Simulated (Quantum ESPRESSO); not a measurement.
Energy against c/a at fixed volume: hcp Y (space group 194) (Quantum ESPRESSO, PBE)

```yaml
crystal:
  lattice:
    - [3.69359, 0.00000, 0.00000]
    - [-1.84679, 3.19874, 0.00000]
    - [0.00000, 0.00000, 5.56649]
  atoms:
    - { symbol: Y, position: [0.66667, 0.33333, 0.75000] }
    - { symbol: Y, position: [0.33333, 0.66667, 0.25000] }
```

Computed with PBE, PSlibrary PAW (PBE) pseudopotentials (plane waves; Quantum ESPRESSO). Settings: ecutwfc = 58 Ry; ecutrho = 406 Ry; occupations = smearing; smearing = fd; degauss = 0.0036749 Ry; potentials = {Y: Y.pbe-spn-kjpaw_psl.1.0.0.UPF}; K_POINTS = automatic 20 20 12 0 0 0; conv_thr = 1e-10 Ry; mixing_beta = 0.7. The cell above is the first row's. The rows change c/a at fixed volume. In all rows fractional positions and the k mesh are held. E is the free energy at the stated smearing, counted from the lowest row.

| c/a | E (meV/atom) |
|---|---|
| 1.5071 | ? |
| 1.5228 | 1.61 |
| 1.5385 | 0.38 |
| 1.5542 | 0.00 |
| 1.5699 | 0.43 |
| 1.5856 | 1.63 |
| 1.6013 | 3.56 |
| 1.6170 | 6.16 |
| 1.6327 | 9.41 |

Using a cubic, estimate the missing E at c/a = 1.5071 from the other rows, showing the fit.

With u = c/a - 1.58, the rows have u = -0.05720, -0.04150, -0.02580, -0.01010, 0.00560, 0.02130, 0.03700, 0.05270. Least squares gives E = 1.118 + 83.30·u + 1501.7·u² - 1840·u³. Residuals (row less fit): -0.001, 0.001, 0.000, -0.002, -0.001, 0.004, -0.003, 0.001; standard error 0.003 (degrees of freedom: 4). The fitted curve has its minimum at c/a = 1.55, where E = 0.00. To one more digit the minimum is at c/a = 1.554; the ideal close-packed ratio is 1.633. At the withheld row, u = -0.07290, so E = 1.118 + 83.30 × (-0.07290) + 1501.7 × (-0.07290)² - 1840 × (-0.07290)³ = 3.739 meV/atom. The calculation gives 3.72 meV/atom, 0.019 meV/atom below the prediction (0.2 % of the range of E in the table). The row lies outside the fitted rows, so this is an extrapolation. From the scatter of the fitted rows alone, a prediction at this place has a standard error of 0.008 meV/atom, so the miss is 2.5 times that.

Carrying the step between the two nearest rows on in a straight line would have given 2.84, off by 0.88; series whose last step already gives the withheld value aren't shown. The reference cell has the volume at which an earlier scan in this program and functional put its minimum by a fit; axis ratios and inner coordinates come from a measured-size cell. The runs keep the symmetry of the cell, so they don't test it for distortions. The best c/a moves a little with volume. In metals such curves are sensitive to mesh and smearing. Cutoffs and mesh are single choices, not tested for convergence of this quantity. Series with a scatter that would blur these digits, or in which a gap closes, are not shown. Strain series were run only where this level's volume lies within 10 % of a first guess from the measured size.
